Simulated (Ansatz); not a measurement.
## What biaxial strain −4.57 %, plane normal [001], relaxed out of plane does to SiC

Base system: SiC in the wurtzite structure (space group P6_3mc, No. 186; a = 3.075 Å, c = 5.049 Å). Axes: x lies along a and z along c of the hexagonal cell.

It is then changed as follows: biaxial strain −4.57 %, plane normal [001], relaxed out of plane (Cartesian); in-plane vectors clamped, the third vector and the atoms free.

Computed with Kohn–Sham DFT with the r2SCAN functional, run in Ansatz (an electronic-structure program) with PAW and 500 eV plane waves, spin-orbit coupling left out, earlier PAW set. Γ-centred 12×12×7 mesh, Fermi–Dirac width 0.05 eV.

```csv
quantity,base,changed,shift
volume per atom,10.34 Å³,9.50 Å³,-0.84 Å³
shortest interatomic distance,1.883 Å,1.821 Å,-0.062 Å
"pressure (mean of the normal stresses, compression positive)",0.01 GPa,23.21 GPa,+23.20 GPa
band gap,2.65 eV,1.99 eV,-0.66 eV
gap character,"indirect, Γ → K","indirect, Γ → K",–
smallest direct gap,4.48 eV,5.02 eV,+0.54 eV
width of the top valence band,4.03 eV,4.64 eV,+0.61 eV
electron mass,"0.26 mₑ along c, 0.43 mₑ across (at K)","0.26 mₑ out of plane, 0.41 mₑ in plane (at K)",–
"valence-band top at Γ (three highest levels, from the VBM)","0.00, 0.00, -0.11 eV","0.00, 0.00, -0.84 eV",–
out-of-plane strain,–,+0.88 %,–
ratio −ε⊥/ε∥,–,0.19,–
mean in-plane stress (compression positive),–,+34.8 GPa,–
```

Effective masses come from finite differences of ±0.01 Å⁻¹. Stability against distortions was not tested.
